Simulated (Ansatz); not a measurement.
The reference is Ge in the diamond structure (space group Fd-3m, No. 227; a = 5.675 Å).

The values are results of r2SCAN (Ansatz, a quantum-chemistry and plane-wave program), no spin-orbit coupling, not measurements.

For the base:

- Gap between the host's bands = 0.36 eV
- Gap character = direct at Γ

Now apply this change: electron doping at 1.0×10^21 cm⁻³ (0.0457 per cell), with a uniform compensating background at fixed cell and a 300 K Fermi–Dirac width.

### Question
How does this affect the gap between the host's bands?

### Answer
The gap between the host's bands stays 0.36 eV.

### Question
What does the calculation give for the Fermi level from band edge after the change?

### Answer
The Fermi level relative to the doped band's edge (positive inside the band; to 0.05 eV) comes out as +0.55 eV.

### Question
How does this affect the gap character?

### Answer
The gap character remains direct at Γ.

Charged cell with a jellium background: band edges are those of the host's band count, energies are not comparable with the neutral cell, and many-body gap narrowing is missing. Stability against distortions was not tested. The real Ge has an indirect gap at ambient pressure; r2SCAN orders its close-lying valleys differently.
